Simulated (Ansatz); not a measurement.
Rock-salt BN (model structure), treated with r²SCAN+rVV10 in Ansatz (plane waves, PAW).

Settings: plane-wave cutoff 500 eV, 20×20×20 k mesh, Fermi–Dirac smearing 0.05 eV, scalar-relativistic PAW data made under PBE.

Cell (relaxed at this level):

```yaml
crystal:
  lattice:
    - [0.00000, 1.74463, 1.74463]
    - [1.74463, 0.00000, 1.74463]
    - [1.74463, 1.74463, 0.00000]
  atoms:
    - { symbol: B, position: [0.00000, 0.00000, 0.00000] }
    - { symbol: N, position: [0.50000, 0.50000, 0.50000] }
```

Question: Give the computed band gap.

Answer: 
- band gap: 1.38 eV (on the SCF k mesh)

Note: the relaxation could raise the start's symmetry but not lower it, so the cell can be a saddle point.

The computed numbers hold no vibrational or temperature effects.

A model structure was made by putting elements into a prototype or built by hand; it is no filed structure, need not be a known phase, and can be a saddle point held by its symmetry.

Ansatz is a program for electronic structure.
